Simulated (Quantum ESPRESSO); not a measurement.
Worked example: self-consistent single point of TaSbO4 (P1, 24 atoms in the cell) in Quantum ESPRESSO.

Method of the run: PBEsol, GBRV 1.5 ultrasoft (PBESOL) pseudopotentials (plane waves; Quantum ESPRESSO).

```xyz
24
Lattice="5.5531 0.0000 0.0000 0.0000 11.8657 0.0000 0.0000 0.0000 4.9703" Properties=species:S:1:pos:R:3 pbc="T T T"
Ta     3.4799     3.0003     1.2090
Ta     2.1050     8.8729     3.6891
Ta     4.8371     8.8811     1.2093
Ta     0.6822     2.9379     3.7339
Sb     1.3464     0.0116     0.9461
Sb     4.1661    -0.0096     3.9488
Sb     1.3837     5.9225     1.5053
Sb     4.1500     5.9353     3.4890
O      3.2429     1.1180     0.3988
O      2.3441    10.7754     4.5723
O      5.1282    10.7360     0.4148
O      0.4237     1.1030     4.5750
O      3.2083     4.8271     2.0806
O      2.3343     7.0745     2.9024
O      5.0813     7.0704     2.0708
O      0.4808     4.8000     2.8994
O      1.9136     2.3534     2.4495
O      3.6550     9.5026     2.5227
O      0.8722     9.5068     2.4753
O      4.6867     2.3718     2.5465
O      1.9606     3.6023     0.0615
O      3.6179     8.3004     4.9643
O      0.8480     8.2330     0.0167
O      4.6894     3.5963     4.9632
```

Reference input (self-consistent single point, DFT, PBEsol, plane waves, GBRV 1.5 ultrasoft (PBESOL) pseudopotentials): ecutwfc = 40 Ry; ecutrho = 320 Ry; occupations = fixed; potentials = {Ta: ta_pbesol_v1.uspp.F.UPF, Sb: sb_pbesol_v1.4.uspp.F.UPF, O: o_pbesol_v1.2.uspp.F.UPF}; K_POINTS = automatic 3 2 3 0 0 0; nbnd = 108; conv_thr = 1e-09 Ry. This run's input differs from it in these lines:

```diff
@@ -11,4 +11,4 @@
  ntyp = 3
- ecutwfc = 40
- ecutrho = 320
+ ecutwfc = 36
+ ecutrho = 288
  occupations = 'fixed'
```

Output (repeated stretches shortened):

```
     Self-consistent Calculation

     iteration #  1     ecut=    36.00 Ry     beta= 0.70

     negative rho (up, down):  3.846E-01 0.000E+00

     total energy              =   -1818.99081327 Ry
     estimated scf accuracy    <       7.34463110 Ry

     iteration #  2     ecut=    36.00 Ry     beta= 0.70

     negative rho (up, down):  3.878E-01 0.000E+00

     total energy              =   -1818.18239110 Ry
     estimated scf accuracy    <      21.05161576 Ry

     iteration #  3     ecut=    36.00 Ry     beta= 0.70

     negative rho (up, down):  3.877E-01 0.000E+00

     total energy              =   -1822.61010031 Ry
     estimated scf accuracy    <       0.48267292 Ry

   [... 14 blocks of this kind left out ...]

     iteration # 18     ecut=    36.00 Ry     beta= 0.70

     negative rho (up, down):  3.912E-01 0.000E+00

     total energy              =   -1822.65673619 Ry
     estimated scf accuracy    <          1.5E-09 Ry

     iteration # 19     ecut=    36.00 Ry     beta= 0.70

     negative rho (up, down):  3.912E-01 0.000E+00
     End of self-consistent calculation

     highest occupied, lowest unoccupied level (ev):     8.7189   11.6575

!    total energy              =   -1822.65673619 Ry
     estimated scf accuracy    <          1.7E-10 Ry

     convergence has been achieved in  19 iterations

     negative rho (up, down):  3.912E-01 0.000E+00

     Forces acting on atoms (cartesian axes, Ry/au):

     atom    1 type  1   force =    -0.05644567   -0.04960055    0.04333824
     atom    2 type  1   force =    -0.01890142    0.03477363    0.03105955
     atom    3 type  1   force =     0.08372661    0.02057983    0.02387512
     atom    4 type  1   force =     0.01391707    0.00511634   -0.01939323
     atom    5 type  2   force =     0.03047028   -0.02059206    0.04972246
     atom    6 type  2   force =    -0.01832903   -0.00559531    0.00952779
   [... lines left out ...]
     Total force =     0.214022     Total SCF correction =     0.000036
   [... lines left out ...]

     negative rho (up, down):  3.912E-01 0.000E+00
          total   stress  (Ry/bohr**3)                   (kbar)     P=       -2.62
   0.00004821  -0.00000855   0.00006243            7.09       -1.26        9.18
  -0.00000855  -0.00011088  -0.00004314           -1.26      -16.31       -6.35
   0.00006243  -0.00004314   0.00000929            9.18       -6.35        1.37

   JOB DONE.
```

The run converged in 19 iterations. Against the reference run the free energy rises by 12.3 meV/atom, the pressure goes from 0.86 to -0.26 GPa, the largest force hardly changes (2.308 to 2.300 eV/Å) and the gap on the mesh hardly changes (2.938 to 2.939 eV).

The starting cell comes from a database of computed structures (which also holds hypothetical and non-ambient phases and stackings), without a prior relaxation at this level. Its atoms were displaced at random from the sites of space group no. 52. Spin-orbit coupling is off. Forces in this geometry exceed 1 eV/Å.

Cost on one core of a shared machine: roughly 10 min.
